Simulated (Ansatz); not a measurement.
Results of r²SCAN in Ansatz (plane waves, PAW) for BaTiO₃ (Amm2, No. 38, 5 atoms in the cell; start mp-5777).

Run with plane-wave cutoff 560 eV, 8×8×8 k mesh, Fermi–Dirac smearing 0.01 eV, no spin polarisation, scalar-relativistic PAW data made under PBE.

Cell (relaxed at this level):

```cif
data_BaO3Ti
_chemical_formula_sum 'Ba1 Ti1 O3'
_space_group_name_H-M_alt 'P 1'
_space_group_IT_number 1
_cell_length_a 3.96404
_cell_length_b 4.05311
_cell_length_c 4.05311
_cell_angle_alpha 89.678
_cell_angle_beta 90.000
_cell_angle_gamma 90.000
loop_
_space_group_symop_operation_xyz
  'x, y, z'
loop_
_atom_site_label
_atom_site_type_symbol
_atom_site_fract_x
_atom_site_fract_y
_atom_site_fract_z
_atom_site_occupancy
Ba1 Ba 0.00000 0.00500 0.00500 1
Ti1 Ti 0.50000 0.52051 0.52051 1
O1 O 0.50000 0.97680 0.49064 1
O2 O 0.50000 0.49064 0.97680 1
O3 O 0.00000 0.48694 0.48694 1
```

Estimate the band gap and bulk modulus that the calculation returns.


- band gap: 2.66 eV (on the SCF k mesh)
- bulk modulus: 112 GPa

Note: the relaxation could not lower the start's symmetry, so the cell can be a saddle point above a distorted one; the bulk modulus is −V dP/dV from two relaxed cells at ±2 % in volume.

Spin–orbit coupling is not included.

The result took roughly 2.3 core-minutes.

A start named mp-… is a Materials Project structure, which need not be a measured phase.

Ansatz is a quantum-chemistry and plane-wave program.
